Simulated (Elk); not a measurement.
```xyz
2
Lattice="3.6118 0.0000 0.0000 0.0000 3.6118 0.0000 0.0000 0.0000 3.6118" Properties=species:S:1:pos:R:3 pbc="T T T"
Yb     0.0000     0.0000     0.0000
Zn     1.8059     1.8059     1.8059
```

Level of theory: LDA (PW92), all-electron FP-LAPW, Elk's shipped species files, APW+lo basis with extra local orbitals (Elk).

The set-up and first iterations of an Elk log for YbZn (Pm-3m, 2 atoms in the cell):

```
│ Elk code version 10.2.4 │

All units are atomic (Hartree, Bohr, etc.)

│ Ground-state run starting from atomic densities │

Lattice vectors :
   6.825256125       0.000000000       0.000000000
   0.000000000       6.825256125       0.000000000
   0.000000000       0.000000000       6.825256125

Unit cell volume      :    317.9485584
Brillouin zone volume :   0.7801583209

Muffin-tin inner radius fraction :   0.1000000000E-01

Nuclei treated as point charges

Species :    1 (Yb)
 parameters loaded from : Yb.in
 name : ytterbium
 nuclear charge    :   -70.00000000
 electronic charge :    70.00000000
 atomic mass :    315432.6234
 muffin-tin radius :    2.800000000
 number of radial points in muffin-tin :    697
 atomic positions (lattice), magnetic fields (Cartesian) :
   1 :   0.00000000  0.00000000  0.00000000    0.00000000  0.00000000  0.00000000

Species :    2 (Zn)
 parameters loaded from : Zn.in
 name : zinc
   [... lines left out ...]
 using average radius
Maximum |G+k| for APW functions       :    3.076923077
Maximum (1/2)|G+k|²                   :    4.733727811
Maximum |G| for potential and density :    16.00000000
 potential will be trimmed for |G| > 2 gkmax
Constant for pseudocharge density :   11
Radial integration step length :    4

G-vector grid sizes :     35    35    35
Number of G-vectors :    22119

Maximum angular momentum used for
 APW functions                      :    8
 outer part of muffin-tin           :    6
 inner part of muffin-tin           :    2

Total nuclear charge    :   -100.0000000
Total core charge       :    58.00000000
Total valence charge    :    42.00000000
Total excess charge     :    0.000000000
Total electronic charge :    100.0000000

Effective Wigner radius, rₛ :   0.9121986327

Number of empty states         :    8
Total number of valence states :   29
Total number of core states    :   58

Conduction state local-orbitals added automatically
Total number of local-orbitals :  178

Exchange-correlation functional :      3     0     0
 Perdew-Wang/Ceperley-Alder, Phys. Rev. B 45, 13244 (1992)
 gradient requirement :    0
 local density approximation (LDA)

Smearing type :    3
 Fermi-Dirac
Smearing width :   0.3674930000E-02
Effective electronic temperature (K) :    1160.451112

Mixing type :    3
 Broyden mixing, J. Phys. A: Math. Gen. 17, L317 (1984)

Kohn-Sham potential initialised from atomic data
│ Self-consistent loop started │
│ Loop number : 1 │
 total energy                :     -15670.9777862
│ Loop number : 2 │
 total energy                :     -15721.1337847
RMS change in Kohn-Sham potential (target) :    1.447841565     (  0.1000000000E-05)
Absolute change in total energy (target)   :    50.15599845     (  0.1000000000E-03)
│ Loop number : 3 │
 total energy                :     -15844.2369994
RMS change in Kohn-Sham potential (target) :   0.1950850792     (  0.1000000000E-05)
Absolute change in total energy (target)   :    135.6422143     (  0.1000000000E-03)
│ Loop number : 4 │
 total energy                :     -15879.4877953
RMS change in Kohn-Sham potential (target) :   0.1768886683     (  0.1000000000E-05)
Absolute change in total energy (target)   :    69.16134950     (  0.1000000000E-03)
│ Loop number : 5 │
 total energy                :     -15884.9565108
RMS change in Kohn-Sham potential (target) :   0.2358611405     (  0.1000000000E-05)
Absolute change in total energy (target)   :    22.75905287     (  0.1000000000E-03)
│ Loop number : 6 │
 total energy                :     -15873.5032627
RMS change in Kohn-Sham potential (target) :   0.1149786550     (  0.1000000000E-05)
Absolute change in total energy (target)   :    5.763484879     (  0.1000000000E-03)
│ Loop number : 7 │
 total energy                :     -15878.4228910
RMS change in Kohn-Sham potential (target) :   0.1768976163     (  0.1000000000E-05)
   [... lines left out ...]
```

Question: How does the run end?

Answer: The run converged in 25 iterations. Its thresholds were met; that alone does not show that basis and mesh suffice. It ends on: free energy E − TS -431593.2564 eV; pressure from finite strains at a fixed basis (rough; not comparable with other codes) -8.10 GPa; Fermi level (on the code's own zero) 5.43 eV. The log goes on:

```
│ Loop number : 17 │
 total energy                :     -15860.7540280
RMS change in Kohn-Sham potential (target) :   0.3603865226E-04 (  0.1000000000E-05)
   [... lines left out ...]
 total energy                :     -15860.7598289
RMS change in Kohn-Sham potential (target) :   0.1954565744E-05 (  0.1000000000E-05)
Absolute change in total energy (target)   :   0.2222014471E-02 (  0.1000000000E-03)
│ Loop number : 23 │
 total energy                :     -15860.7596922
RMS change in Kohn-Sham potential (target) :   0.5864414386E-06 (  0.1000000000E-05)
Absolute change in total energy (target)   :   0.4187394115E-03 (  0.1000000000E-03)
│ Loop number : 24 │
 total energy                :     -15860.7596474
RMS change in Kohn-Sham potential (target) :   0.1629334367E-06 (  0.1000000000E-05)
Absolute change in total energy (target)   :   0.5994842832E-04 (  0.1000000000E-03)
Convergence targets achieved

│ Loop number : 25 │

Energies :
 Fermi                       :     0.199585616258
 total energy                :     -15860.7596286

Density of states at Fermi energy :    65.03416592
 (states/Hartree/unit cell)

Estimated indirect band gap :   0.2454315730E-02
 from k-point     40 to k-point     49
Estimated direct band gap   :   0.1382307027E-01
 at k-point     59

Charges :
 core                        :    58.00000000
 valence                     :    42.00000000
 interstitial                :    2.767027184
 muffin-tins (core leakage)
  species :    1 (Yb)
   atom    1                 :    68.33118554     (  0.1119149680E-05)
  species :    2 (Zn)
   atom    1                 :    28.90178727     (  0.8439514382E-04)
 total in muffin-tins        :    97.23297282
 total calculated charge     :    99.98766961
 total charge                :    100.0000000
 error                       :   0.1233039159E-01

│ Self-consistent loop stopped │
```

The starting cell comes from a database of computed structures (which also holds hypothetical and non-ambient phases and stackings), without a prior relaxation at this level. Spin-orbit coupling is off. Spin polarisation is off. Values depend on the basis (sphere radii, cutoffs, local orbitals), which need not be converged. The log's line on a gap gives a spacing of levels on this mesh, which the program prints for metals too.

The run was DFT, LDA (PW92), all-electron FP-LAPW, Elk's shipped species files, APW+lo basis with extra local orbitals. Main settings of its input:

| setting | value |
|---|---|
| rgkmax | 8 |
| swidth | 0.00367493 Ha |
| ngridk | 12 12 12 |
| gmaxvr | 16 1/bohr |
| nxlo | 2 |
| lorbcnd | true |
| lmaxi | 2 |
| maxscl | 100 |
